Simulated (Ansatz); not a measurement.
Worked example: relaxation of cell and atoms of K3VSe4 (I-42m, 8 atoms in the cell) in Ansatz (an electronic-structure program).

Computed with LDA (PW92), default PAW files made with PBE (plane waves; Ansatz).

The change in words: atoms on their sites; relax: default → cell and atoms. Reference geometry:
```
CELL_PARAMETERS angstrom
     -3.52137     3.52137     6.52099
      3.52137    -3.52137     6.52099
      3.52137     3.52137    -6.52099
ATOMIC_POSITIONS crystal
  K  0.50383 0.50383 0.00000
  K  0.75000 0.25000 0.50000
  K  0.25000 0.75000 0.50000
  V  0.00000 0.00000 0.00000
  Se 0.28921 0.90979 0.00000
  Se 0.09021 0.09021 0.37942
  Se 0.90979 0.28921 0.00000
  Se 0.71079 0.71079 0.62058
```

Reference input (self-consistent single point, DFT, LDA (PW92), plane waves, default PAW files made with PBE): basis.ecutwfc = 420 eV; kpoints.mp_grid.grid = 2 2 2; hamiltonian.xc = lda; hamiltonian.pseudopotentials = {kind: paw} (the program's default PAW files); scf.occupations.method = fermi_dirac; scf.occupations.width = 0.05 eV. This run's input differs from it in these lines:

```diff
@@ -7,3 +7,3 @@
   atoms:
-    - { symbol: K, position_ang: [0.00000000, -0.00000000, 6.57099597] }
+    - { symbol: K, position_ang: [0.00000000, 0.00000000, 6.52099300] }
     - { symbol: K, position_ang: [0.00000000, 3.52137400, 3.26049650] }
@@ -24,2 +24,4 @@
   occupations: { method: fermi_dirac, width: 0.05 }
+relax:
+  cell: {}
 output:
```

The program printed (abridged):

```
   [... SCF lines of the steps left out ...]
relax step   1: F+E_penalty+E_count = -28889.15440042 eV  Δ(F+E_penalty+E_count) = +0.000e0 eV  max|allowed force component| = 2.088e-1 eV/Å  Δτ_max = 0.0000 Å  P = -1.939 GPa  Ω = 323.443 Å³  (8 SCF iters, dr2 threshold 1.00e-7 eV, accepted)
relax step   2: F+E_penalty+E_count = -28889.29682664 eV  Δ(F+E_penalty+E_count) = -1.424e-1 eV  max|allowed force component| = 8.709e-2 eV/Å  Δτ_max = 0.0038 Å  P = -0.637 GPa  Ω = 306.198 Å³  energy of the carried Pulay correction = +1.529e-3 eV  [...]
   [... lines left out ...]
relax step   5: F+E_penalty+E_count = -28889.33975068 eV  Δ(F+E_penalty+E_count) = -5.989e-4 eV  max|allowed force component| = 3.117e-3 eV/Å  Δτ_max = 0.0040 Å  P = +0.002 GPa  Ω = 291.933 Å³  energy of the carried Pulay correction = +2.859e-3 eV  [...]
relax step   6: F+E_penalty+E_count = -28889.33750756 eV  Δ(F+E_penalty+E_count) = +2.243e-3 eV  max|allowed force component| = 3.322e-3 eV/Å  Δτ_max = 0.0000 Å  P = -0.004 GPa  Ω = 291.933 Å³  stress off target by 1.10e-2 GPa  SCF on the basis [...]
basis re-selected at this cell: Δ(F+E_penalty+E_count) = +2.243e-3 eV, ΔP = -0.005 GPa vs the last step
the relaxation is at rest under the 8 symmetry operations that the run kept from its start: a minimum is not shown …
Free energy (F): -28889.337508 eV
Internal energy: -28889.337506 eV  (E = F + TS)
E sigma→0 (E₀):  -28889.337507 eV
Entropy (-TS):   -0.000002 eV (-0.000 meV/atom)
Fermi energy:    3.541795 eV
--- Forces (eV/Å), atoms counted from 1 ---
  atom   1  K      0.00000000     0.00000000    -0.00000000
   [... lines left out ...]
  cell:  # Å, volume = 291.9329 Å³
   [... lines left out ...]
    - { symbol: V, position: [5.3726539025424804e-20, -6.943018019673194e-20, 9.236753941661589e-20] }
    - { symbol: Se, position: [0.29400936352779583, 0.9060082723967484, 0.0] }
    - { symbol: Se, position: [0.09399172760325168, 0.09399172760325168, 0.38800109113104736] }
    - { symbol: Se, position: [0.9060082723967484, 0.29400936352779583, 0.0] }
    - { symbol: Se, position: [0.7059906364722044, 0.7059906364722044, 0.6119989088689526] }
```

The run converged. 

Summary of the result:
| Quantity | Value |
|---|---|
| Free energy E − TS (on the zero of these files) | -28889.3375 eV |
| Gap on the k-point mesh | 1.37 eV |
| Pressure | 0.00 GPa |
| Largest force (vector length) | 0.003 eV/Å |
| Final cell | a = b = c = 7.962 Å, α = β = 129.64°, γ = 73.99° |
| Final volume per atom | 36.49 Å³ |
| Relaxation steps | 6 |

The starting cell comes from a database of computed structures (which also holds hypothetical and non-ambient phases and stackings), without a prior relaxation at this level. Its lattice was rescaled by up to half a per cent. The relaxation keeps the symmetry of its start, so its end need not be a minimum. Ansatz's pressure includes its estimate of the finite-basis (Pulay) stress.

Cost on one core of a shared machine: roughly 30 s.

Keys are those of Ansatz 0.2.
